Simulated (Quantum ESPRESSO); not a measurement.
Quantum ESPRESSO run on MnO (Fm-3m, 2 atoms in the cell): self-consistent single point.

Method of the run: PBE, SSSP 1.1.2 precision (PBE) pseudopotentials (plane waves; Quantum ESPRESSO).

```yaml
crystal:
  lattice:
    - [0.00000, 2.26261, 2.26261]
    - [2.26261, 0.00000, 2.26261]
    - [2.26261, 2.26261, 0.00000]
  atoms:
    - { symbol: Mn, position: [0.00000, 0.00000, 0.00000], spin: 4.0 }
    - { symbol: O, position: [0.50000, 0.50000, 0.50000] }
```
(The spins are starting values, not results.)

Reference input (self-consistent single point, DFT, PBE, plane waves, SSSP 1.1.2 precision (PBE) pseudopotentials): ecutwfc = 65 Ry; ecutrho = 520 Ry; occupations = smearing; smearing = marzari-vanderbilt; degauss = 0.0073499 Ry; nspin = 2; potentials = {Mn: mn_pbe_v1.5.uspp.F.UPF, O: O.pbe-n-kjpaw_psl.0.1.UPF}; K_POINTS = automatic 9 9 9 0 0 0; conv_thr = 1e-11 Ry; mixing_beta = 0.4. This run's input differs from it in these lines:

```diff
@@ -31,3 +31,3 @@
 K_POINTS automatic
-9 9 9  0 0 0
+10 10 10  0 0 0
 CELL_PARAMETERS angstrom
```

Output, abridged:

```
     Self-consistent Calculation

     iteration #  1     ecut=    65.00 Ry     beta= 0.40

     total energy              =    -252.60837900 Ry
     estimated scf accuracy    <       0.77184346 Ry

     total magnetization       =     4.42 Bohr mag/cell
     absolute magnetization    =     4.42 Bohr mag/cell

     iteration #  2     ecut=    65.00 Ry     beta= 0.40

     total energy              =    -252.78195613 Ry
     estimated scf accuracy    <       0.59736558 Ry

     total magnetization       =     4.15 Bohr mag/cell
     absolute magnetization    =     4.15 Bohr mag/cell

     iteration #  3     ecut=    65.00 Ry     beta= 0.40

   [... lines left out ...]

     iteration # 14     ecut=    65.00 Ry     beta= 0.40

     negative rho (up, down):  0.000E+00 1.970E-04

     total energy              =    -252.90969393 Ry
     estimated scf accuracy    <          1.1E-11 Ry

     total magnetization       =     4.91 Bohr mag/cell
     absolute magnetization    =     4.91 Bohr mag/cell

     iteration # 15     ecut=    65.00 Ry     beta= 0.40

     negative rho (up, down):  0.000E+00 1.970E-04

     Magnetic moment per site  (integrated on atomic sphere of radius R)
     atom   1 (R=0.292)  charge= 12.6485  magn=  4.1801
     atom   2 (R=0.292)  charge=  5.9856  magn=  0.2392
     End of self-consistent calculation

     the Fermi energy is    12.3413 ev

!    total energy              =    -252.90969393 Ry
     estimated scf accuracy    <          4.9E-13 Ry
     smearing contrib. (-TS)   =       0.00010401 Ry
     internal energy E=F+TS    =    -252.90979795 Ry

     total magnetization       =     4.91 Bohr mag/cell
     absolute magnetization    =     4.91 Bohr mag/cell

     convergence has been achieved in  15 iterations

     negative rho (up, down):  0.000E+00 1.970E-04

     Forces acting on atoms (cartesian axes, Ry/au):

     atom    1 type  1   force =     0.00000000    0.00000000    0.00000000
     atom    2 type  2   force =     0.00000000    0.00000000    0.00000000

     Total force =     0.000000     Total SCF correction =     0.000000

     negative rho (up, down):  0.000E+00 1.970E-04
          total   stress  (Ry/bohr**3)                   (kbar)     P=      -54.25
  -0.00036880  -0.00000000  -0.00000000          -54.25       -0.00       -0.00
  -0.00000000  -0.00036880  -0.00000000           -0.00      -54.25       -0.00
  -0.00000000  -0.00000000  -0.00036880           -0.00       -0.00      -54.25

   JOB DONE.
```

The run converged in 15 iterations. Against the reference run the free energy stays essentially unchanged (within 1 meV/atom), the pressure goes from -6.25 to -5.43 GPa and the size of the net moment hardly changes (2.44 to 2.46 μB/atom).

The starting cell comes from a database of computed structures (which also holds hypothetical and non-ambient phases and stackings), without a prior relaxation at this level. Its lattice was rescaled by a random factor within 2.5 % of one. With one magnetic atom in the cell only a parallel order is possible. With a pressure of about -5 GPa the cell is away from its equilibrium volume at this level.

Cost on one core of a shared machine: roughly 50 s.
